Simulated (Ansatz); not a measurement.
Input and output of a self-consistent single point for V (Im-3m, 1 atom in the cell) (Ansatz, a quantum-chemistry and plane-wave program).

Method of the run: PBE (plane waves, PAW; Ansatz).

The change in words: lattice scaled by 0.98. Reference geometry:
```
V
1.0
   -1.50879     1.50879     1.50879
    1.50879    -1.50879     1.50879
    1.50879     1.50879    -1.50879
V
1
Cartesian
  0.00000   0.00000   0.00000
```

Reference input (self-consistent single point, DFT, PBE, plane waves, default PAW files): basis.ecutwfc = 420 eV; kpoints.mp_grid.grid = 15 15 15; hamiltonian.xc = pbe; hamiltonian.pseudopotentials = {kind: paw} (the program's default PAW files); scf.occupations.method = fermi_dirac; scf.occupations.width = 0.1 eV. This run's input differs from it in these lines:

```diff
@@ -3,5 +3,5 @@
   lattice:
-    - [-1.508788, 1.508788, 1.508788]
-    - [1.508788, -1.508788, 1.508788]
-    - [1.508788, 1.508788, -1.508788]
+    - [-1.478612, 1.478612, 1.478612]
+    - [1.478612, -1.478612, 1.478612]
+    - [1.478612, 1.478612, -1.478612]
   atoms:
```

Output (repeated stretches shortened):

```
SCF iter   1: F=—  HF=-2912.426932 eV  |F-HF|=—  |Δ(HF+E_count)|=         —  Δρ=5.63e-3  dr2=1.22e-3  ethr=1.77e-3  ⟨swp⟩=4.0  Hψ=6652  notcnv=0
all-band conjugate gradients solve this SCF's bands
preconditioner: auto → none
SCF iter   2: F=—  HF=-2912.426869 eV  |F-HF|=—  |Δ(HF+E_count)|=   6.24e-5  Δρ=2.81e-3  dr2=2.76e-4  ethr=9.37e-6  ⟨swp⟩=1.0  Hψ=2280  notcnv=0
SCF iter   3: F=—  HF=-2912.426957 eV  |F-HF|=—  |Δ(HF+E_count)|=   8.79e-5  Δρ=1.41e-3  dr2=1.81e-4  ethr=2.12e-6  ⟨swp⟩=2.9  Hψ=2172  notcnv=0
SCF iter   4: F=—  HF=-2912.426903 eV  |F-HF|=—  |Δ(HF+E_count)|=   5.47e-5  Δρ=2.22e-5  dr2=2.11e-8  ethr=1.39e-6  ⟨swp⟩=2.9  Hψ=2111  notcnv=0
SCF iter   5: F=—  HF=-2912.426907 eV  |F-HF|=—  |Δ(HF+E_count)|=   4.69e-6  Δρ=1.34e-5  dr2=1.66e-8  ethr=1.62e-10  ⟨swp⟩=2.0  Hψ=2137  notcnv=0
SCF iter   6: F=-2912.426907 eV  HF=-2912.426907 eV  |F-HF|=1.00e-11  |Δ(HF+E_count)|=   3.61e-9  Δρ=6.31e-7  dr2=1.96e-11  ethr=1.28e-10  ⟨swp⟩=2.0  Hψ=4000  notcnv=0
SCF 1 converged in 6 iterations: F = -2912.426907 eV  dr2 = 1.96e-11
Free energy (F): -2912.426907 eV
Internal energy: -2912.374520 eV  (E = F + TS)
E sigma→0 (E₀):  -2912.400714 eV
Entropy (-TS):   -0.052387 eV (-52.387 meV/atom)
Fermi energy:    17.360087 eV
--- Forces (eV/Å), atoms counted from 1 ---
  atom   1  V     -0.00000000    -0.00000000     0.00000000
--- Stress (GPa, compression-positive) ---
        8.085498      -0.000000       0.000000
       -0.000000       8.085498      -0.000000
        0.000000       0.000000       8.085498
  P = ⅓ Tr σ = 8.0855 GPa (80.855 kbar)
  The stress holds the Pulay correction. Without it, at fixed plane waves, as pw.x and ABINIT print it: P = 7.9864 GPa
```

The run converged in 6 iterations. Against the reference run the free energy rises by 10.5 meV/atom and the pressure goes from -3.36 to 8.09 GPa.

The starting cell has typed, rounded lattice constants, without a prior relaxation at this level. Its lattice was rescaled by a random factor within 2.5 % of one. For this run, on top of that: lattice scaled by 0.98. Spin polarisation is off. With a pressure of about 8 GPa the cell is away from its equilibrium volume at this level. Ansatz's pressure includes its estimate of the finite-basis (Pulay) stress.

Keys are those of Ansatz 0.2.
